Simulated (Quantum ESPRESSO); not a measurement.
# Predicting one run from its neighbours: the pressure against the volume, CsSnI₃ (Pnma, 20 atoms in the cell)

```
CsSnI3
1.0
   10.49169     0.00000     0.00000
    0.00000     4.73494     0.00000
    0.00000     0.00000    17.78495
Cs Sn I
4 4 12
Direct
  0.58415   0.25000   0.16990
  0.41585   0.75000   0.83010
  0.91585   0.75000   0.66990
  0.08415   0.25000   0.33010
  0.84136   0.25000   0.93810
  0.15864   0.75000   0.06190
  0.65864   0.75000   0.43810
  0.34136   0.25000   0.56190
  0.52685   0.75000   0.61560
  0.47315   0.25000   0.38440
  0.97315   0.25000   0.11560
  0.02685   0.75000   0.88440
  0.79401   0.75000   0.29136
  0.20599   0.25000   0.70864
  0.70599   0.25000   0.79136
  0.29401   0.75000   0.20864
  0.66611   0.75000   0.99863
  0.33389   0.25000   0.00137
  0.83389   0.25000   0.49863
  0.16611   0.75000   0.50137
```

Level of theory: PBE, GBRV 1.5 ultrasoft (PBE) pseudopotentials (plane waves; Quantum ESPRESSO 7.5).

Base settings: ecutwfc = 40 Ry; ecutrho = 200 Ry; occupations = fixed; potentials = {Cs: cs_pbe_v1.uspp.F.UPF, Sn: sn_pbe_v1.4.uspp.F.UPF, I: i_pbe_v1.uspp.F.UPF}; K_POINTS = automatic 2 3 1 0 0 0; nbnd = 96; conv_thr = 1e-10 Ry; mixing_beta = 0.5.

The starting cell comes from a database of computed structures (which also holds hypothetical and non-ambient phases and stackings), without a prior relaxation at this level. Its lattice was rescaled by a random factor within 2.5 % of one.

Murnaghan's equation with B′ set to 4 (a common value, assumed and not fitted) makes the pressure a straight line in x = (V₁/V)⁴, here with V₁ = 44.176 Å³/atom: P = a + b·x. The rows are the cell shown with its lattice scaled (for instance lattice scaled by 0.97, lattice scaled by 0.985, lattice scaled by 1.015, lattice scaled by 1.03); fractional positions and shape were held. Pulay stress at this cutoff, if any, shifts all pressures roughly alike and V₀ with them.

| volume (Å³/atom) | (V₁/V)⁴ | pressure (GPa) |
|---|---|---|
| 48.272 | 0.7014 | -0.54 |
| 46.194 | 0.8364 | ? |
| 44.176 | 1.0000 | 1.04 |
| 42.217 | 1.1989 | 2.12 |
| 40.318 | 1.4413 | 3.45 |

Fit the line to the 4 rows given and predict the withheld one.

Means: x̄ = 1.0854, ȳ = 1.5175. Σ(x − x̄)(y − ȳ) = 1.587 and Σ(x − x̄)² = 0.2943, so b = 5.393 and a = ȳ − b·x̄ = -4.3361; P = 0 at x₀ = −a/b = 0.8040, so V₀ = V₁·x₀^(−1/4) = 46.65 Å³/atom and B₀ = 4·b·x₀ = 17 GPa (for B′ = 4 and held positions). The largest residual of the fitted rows is 0.017. At x = 0.8364 the line gives 0.17 GPa. The run gave 0.16 GPa, a miss of 0.01 GPa. The rows were chosen because the form fits them, the withheld one included, so this shows the method and is no test of the form.

Left out of this page: 5 runs of the series outside the window shown, repeating another row's setting, or not comparable.
